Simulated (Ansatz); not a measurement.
## How a calculation on Te3Pt2 (R-3m, 10 atoms in the cell) responds to its settings

```
CELL_PARAMETERS angstrom
      2.00150     1.15557    16.96333
     -2.00150     1.15557    16.96333
      0.00000    -2.31113    16.96333
ATOMIC_POSITIONS crystal
  Te 0.14500 0.14500 0.14500
  Te 0.85500 0.85500 0.85500
  Pt 0.34700 0.34700 0.34700
  Pt 0.65300 0.65300 0.65300
  Te 0.04200 0.04200 0.04200
  Te 0.95800 0.95800 0.95800
  Pt 0.45000 0.45000 0.45000
  Pt 0.55000 0.55000 0.55000
  Te 0.24100 0.24100 0.24100
  Te 0.75900 0.75900 0.75900
```

Base run A: PBEsol, default PAW files made with PBE (Ansatz, a program for electronic structure), self-consistent single point.

Its settings: basis.ecutwfc = 420 eV; kpoints.mp_grid.grid = 4 4 4; hamiltonian.xc = pbesol; hamiltonian.pseudopotentials = {kind: paw} (the program's default PAW files); scf.occupations.method = fermi_dirac; scf.occupations.width = 0.136 eV.

The starting cell comes from a database of published, mostly measured structures (it also holds non-ambient and calculated ones), without a prior relaxation at this level. Spin polarisation is off. In the base run, forces exceed 1 eV/Å. Ansatz's pressure includes its estimate of the finite-basis (Pulay) stress. Without a gap this mesh is coarse (it stands for a supercell whose shortest vector is 16 Å).

Absolute energies have different zeros for different potentials, functionals, Hubbard and dispersion terms and are not compared across them.

Runs:
- B: hamiltonian.xc: pbesol → lda [LDA (PW92)]
- C: hamiltonian.xc: pbesol → blyp [BLYP]
- D: basis.ecutwfc: 420 eV → 500 eV; hamiltonian.xc: pbesol → r2scan [r2SCAN]

```json
[
 {"run": "A", "pressure (GPa)": "-1.01", "largest force (eV/Å)": "1.413"},
 {"run": "B", "pressure (GPa)": "…", "largest force (eV/Å)": "1.546"},
 {"run": "C", "pressure (GPa)": "11.04", "largest force (eV/Å)": "1.690"},
 {"run": "D", "pressure (GPa)": "…", "largest force (eV/Å)": "1.466"}
]
```

Q: What belongs in the gaps?

A: 
- B, pressure (GPa): -3.19
- D, pressure (GPa): 1.86

Left out of this page: 2 runs of the series held back from this collection.

Keys are those of Ansatz 0.2.
